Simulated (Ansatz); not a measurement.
The starting structures come from a database of crystals and need not be the phases stable at ambient conditions.

 Where the default PAW files enter, the runs use the earlier of Ansatz's two default sets.

By PBEsol, the system below comes out a metal.

Consider the following.

```
Ti5Si3
1.0
    7.44708     0.00000     0.00000
   -3.72354     6.44936     0.00000
    0.00000     0.00000     5.11502
Ti Si
10 6
Direct
  0.33333   0.66667   0.00000
  0.66667   0.33333   0.00000
  0.66667   0.33333   0.50000
  0.33333   0.66667   0.50000
  0.00000   0.25033   0.25000
  0.00000   0.74967   0.75000
  0.74967   0.00000   0.75000
  0.25033   0.00000   0.25000
  0.74967   0.74967   0.25000
  0.25033   0.25033   0.75000
  0.00000   0.60784   0.25000
  0.00000   0.39216   0.75000
  0.39216   0.00000   0.75000
  0.60784   0.00000   0.25000
  0.39216   0.39216   0.25000
  0.60784   0.60784   0.75000
```

Space group of this cell: P6_3/mcm. The cell is taken as given; by PBEsol its mean pressure is -3.0 GPa.

The current flows along the normal of the first two printed cell vectors, the (001) plane of the conventional cell. No spin-orbit coupling; the value is a mean over 0.1 eV about the Fermi level.

Q: Compute, with Ansatz (a first-principles code) with PBEsol, the ballistic conductance per area.

A: 0.40 × 10¹⁵ S/m² for both spins.
